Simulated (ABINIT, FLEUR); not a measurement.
A FLEUR input for a self-consistent single point of ZnO (P6_3mc, 4 atoms in the cell) (DFT, PBEsol, all-electron FLAPW (FLEUR), scalar-relativistic valence):

Input of the input generator:

```
scf ZnO
&input film=f /
1.0000000000 0.0000000141 0.0000000000
-0.5000000122 0.8660253967 0.0000000000
0.0000000000 0.0000000000 1.6130663405
6.1177044976
1.0 1.0 1.0

4
30 0.6666666667 0.3333333333 0.5005900000
30 0.3333333333 0.6666666667 0.0005900000
8 0.6666666667 0.3333333333 0.8797200000
8 0.3333333333 0.6666666667 0.3797200000

&comp jspins=1 /
&exco xctyp='PBEs' /
&kpt div1=8 div2=8 div3=5 gamma=t /
&end /
```

```xml
<?xml version="1.0" encoding="UTF-8" standalone="no"?>
<fleurInput fleurInputVersion="0.39">
   <comment>
      scf ZnO                                                                                             
   </comment>
   <calculationSetup>
      <cutoffs Kmax="4.7" Gmax="18.8" GmaxXC="18.8" numbands="0"/>
      <scfLoop itmax="80" minDistance="0.00001" maxIterBroyd="40" imix="Anderson" alpha="0.05" precondParam="0.0" spinf="2.0"/>
      <coreElectrons ctail="T" frcor="F" kcrel="0" coretail_lmax="0"/>
      <xcFunctional name="PBEs" relativisticCorrections="F"/>
      <magnetism jspins="1"/>
      <soc l_soc="F" theta="0.0" phi="0.0" spav="F"/>
      <expertModes spex="0" secvar="F"/>
      <geometryOptimization l_f="T" forcealpha="1.0" forcemix="BFGS" epsdisp="0.00001" epsforce="0.00001"/>
      <ldaU l_linMix="F" mixParam="0.05" spinf="1.0"/>
   </calculationSetup>
   <cell>
      <bzIntegration valenceElectrons="36.0" mode="hist" fermiSmearingEnergy="0.00073499">
         <kPointListSelection listName="default-1"/>
         <!-- k-points included here -->
         <xi:include xmlns:xi="http://www.w3.org/2001/XInclude" href="kpts.xml"> </xi:include>
      </bzIntegration>
      <!-- symmetry operations included here -->
      <xi:include xmlns:xi="http://www.w3.org/2001/XInclude" href="sym.xml"> </xi:include>
      <bulkLattice scale="1.0">
         <bravaisMatrix>
            <row-1>    6.1177044976000001     0.0000000862596334     0.0000000000000000</row-1>
            <row-2>   -3.0588523234359948     5.2980874644274145     0.0000000000000000</row-2>
            <row-3>    0.0000000000000000     0.0000000000000000     9.8682632062040234</row-3>
         </bravaisMatrix>
      </bulkLattice>
   </cell>
   <atomSpecies>
      <species name="Zinc (Zn)" element="Zn" atomicNumber="30">
         <mtSphere radius="2.22" gridPoints="767" logIncrement="0.016"/>
         <atomicCutoffs lmax="8" lnonsphr="6"/>
         <electronConfig flipSpins="F">
            <coreConfig>(1s1/2) (2s1/2) (2p1/2) (2p3/2) (3s1/2) (3p1/2) (3p3/2)</coreConfig>
            <valenceConfig>(4s1/2) (3d3/2) (3d5/2)</valenceConfig>
         </electronConfig>
         <energyParameters s="4" p="4" d="3" f="4"/>
         <lo type="HELO" l="2" n="4" eDeriv="0"/>
      </species>
      <species name="Oxygen (O)" element="O" atomicNumber="8">
         <mtSphere radius="1.25" gridPoints="433" logIncrement="0.024"/>
         <atomicCutoffs lmax="6" lnonsphr="4"/>
         <electronConfig flipSpins="F">
            <coreConfig>(1s1/2)</coreConfig>
            <valenceConfig>(2s1/2) (2p1/2) (2p3/2)</valenceConfig>
            <stateOccupation state="(2p1/2)" spinUp="0.6666666666667" spinDown="0.6666666666667"/>
            <stateOccupation state="(2p3/2)" spinUp="1.3333333333333" spinDown="1.3333333333333"/>
         </electronConfig>
         <energyParameters s="2" p="2" d="3" f="4"/>
      </species>
   </atomSpecies>
   <atomGroups>
      <atomGroup species="Zinc (Zn)">
         <relPos label="                   1">-1.000/3.000 1.000/3.000 -.4994100000</relPos>
         <relPos label="                   2">1.000/3.000 -1.000/3.000 .0005900000</relPos>
         <force calculate="T" relaxXYZ="TTT"/>
      </atomGroup>
      <atomGroup species="Oxygen (O)">
         <relPos label="                   3">-1.000/3.000 1.000/3.000 -.1202800000</relPos>
         <relPos label="                   4">1.000/3.000 -1.000/3.000 .3797200000</relPos>
         <force calculate="T" relaxXYZ="TTT"/>
      </atomGroup>
   </atomGroups>
   <output dos="F" band="F" slice="F">
      <checks vchk="F" cdinf="F"/>
      <bandDOS minEnergy="-.5*Htr" maxEnergy="0.5*Htr" sigma="0.015" storeEVData="T"/>
      <vacuumDOS vacdos="F" integ="F" star="F" nstars="0" locx1="0.0" locy1="0.0" locx2="0.0" locy2="0.0" nstm="0" tworkf="0.0"/>
      <unfoldingBand unfoldBand="F" supercellX="1" supercellY="1" supercellZ="1"/>
      <plotting iplot="0" polar="F">
         <plot TwoD="T" vec1="  1.0  0.0  0.0" vec2="  0.0  1.0  0.0" vec3="  0.0  0.0  1.0" zero="  0.0  0.0  0.0" file="plot"/>
      </plotting>
      <chargeDensitySlicing numkpt="0" minEigenval="0.0" maxEigenval="0.0" nnne="0" pallst="F"/>
      <specialOutput eonly="F"/>
      <magneticCircularDichroism mcd="F" energyLo="-10.0" energyUp="0.0"/>
   </output>
  <!-- We include the file relax.xml here to enable relaxations (see documentation) -->
  <xi:include xmlns:xi="http://www.w3.org/2001/XInclude" href="relax.xml"> <xi:fallback/> </xi:include>
</fleurInput>
```

Q: Translate this input to ABINIT.

A: This is the input that was run; spellings and numerical settings could be chosen otherwise.

```
# ZnO, JTH v2.0 PBE PAW
pp_dirpath "./"
pseudos "Zn.GGA_PBE-JTH.xml, O.GGA_PBE-JTH.xml"
acell 3*1.0 Angstrom
rprim
         3.2373498032    0.0000000457    0.0000000000
        -1.6186749411    2.8036271476    0.0000000000
         0.0000000000    0.0000000000    5.2220600000
natom 4
ntypat 2
znucl 30 8
typat 1 1 2 2
xcart
         3.0588522239    1.7660292124    4.9399538785
        -0.0000000498    3.5320583385    0.0058222753
         3.0588522239    1.7660292124    8.6813085079
        -0.0000000498    3.5320583385    3.7471769047
ecut 30
pawecutdg 60
pawxcdev 0
ixc -116133
occopt 3
tsmear 0.00073499
nband 24
kptopt 1
ngkpt 8 8 5
nshiftk 1
shiftk 0 0 0
nstep 60
toldfe 1.0e-09
prtwf 0
prtden 0
prtvol 1
enunit 2
```

Basis settings and potentials, where a program has them, do not carry over. This input uses DFT, PBEsol, plane waves, PAW (JTH v2.0 PBE PAW, files made for PBE). Both were run: largest force 0.006 eV/Å in FLEUR and 0.002 in ABINIT; gap on the mesh 0.722 eV in FLEUR and 0.681 in ABINIT.

On FLEUR: the starting cell comes from a database of computed structures (which also holds hypothetical and non-ambient phases and stackings), without a prior relaxation at this level. Values depend on the basis (sphere radii, cutoffs, local orbitals), which need not be converged.

On ABINIT: the starting cell comes from a database of computed structures (which also holds hypothetical and non-ambient phases and stackings), without a prior relaxation at this level. The potentials were made for another functional than the one used.
